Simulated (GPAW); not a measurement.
# Sensitivity of a calculation on PbO (Pbcm, 8 atoms in the cell) to its settings

```
CELL_PARAMETERS angstrom
      6.10138     0.00000     0.00000
      0.00000     5.62115     0.00000
      0.00000     0.00000     4.72826
ATOMIC_POSITIONS crystal
  Pb 0.22295 0.01534 0.75000
  Pb 0.77705 0.98466 0.25000
  Pb 0.22295 0.48466 0.25000
  Pb 0.77705 0.51534 0.75000
  O  0.87150 0.90499 0.75000
  O  0.12850 0.09501 0.25000
  O  0.87150 0.59501 0.25000
  O  0.12850 0.40499 0.75000
```

Base run A: PBEsol, GPAW PAW datasets PBEsol (made by gpaw-setup) (GPAW), self-consistent single point.

Its settings: mode = pw; ecut = 950 eV; xc = PBEsol; kpts = 3 3 3; mesh shift (steps) = 0 0 0; occupations.name = fermi-dirac; occupations.width = 0 eV; nbands = -6; convergence.density = 1e-05 e/electron; convergence.energy = 1e-05 eV/electron; convergence.bands = -4; symmetry.symmorphic = false; symmetry.tolerance = 0.0005; maxiter = 100.

The starting cell comes from a database of computed structures (which also holds hypothetical and non-ambient phases and stackings), without a prior relaxation at this level. Spin-orbit coupling is off.

ΔF is the free energy per atom less that of run A. A dash stands where there is no value to compare (another energy zero or no entropy term, no result, no spin, no clean gap, or a mesh too coarse for one). Total energies depend on the potentials, the functional and any Hubbard or dispersion term, so they are compared only between runs that share all of them.

```tsv
run	change	ΔF (meV/atom)	largest force (eV/Å)	gap on the mesh (eV)	ending
A	base	0.00	0.157	2.447	converged
B	nbands: -6 → -4; convergence.bands: -4 → -2	0.00	0.159	2.447	converged
C	kpts: 3 3 3 → 2 2 2	-9.0	0.141	2.434	converged
D	dispersion: default → d3 [PBEsol-D3(0)]	–	0.166	2.447	converged
E	convergence.density: 1e-05 e/electron → 5e-09 e/electron; convergence.energy: 1e-05 eV/electron → 1e-14 eV/electron; convergence.eigenstates: default → 1e-18	–	–	–	not converged
F	mixer.beta: default → 0.1	0.00	0.156	2.447	converged
G	dedecut: default → estimate	0.00	0.157	2.447	converged
H	mode: pw → lcao; ecut: 950 eV → default; nbands: -6 → default; convergence.bands: -4 → default; h: default → 0.18 Å; basis: default → dzp [PBEsol, LCAO dzp]	502.6	0.305	2.414	converged
I	eigensolver: default → {name: rmm-diis, niter: 5}	0.00	0.156	2.447	converged
```

Run D against A: The largest force goes from 0.157 to 0.166 eV/Å and the gap on the mesh stays at 2.447 eV.

Run H against A: The free energy rises by 503 meV/atom, the largest force goes from 0.157 to 0.305 eV/Å and the gap on the mesh goes from 2.447 to 2.414 eV.
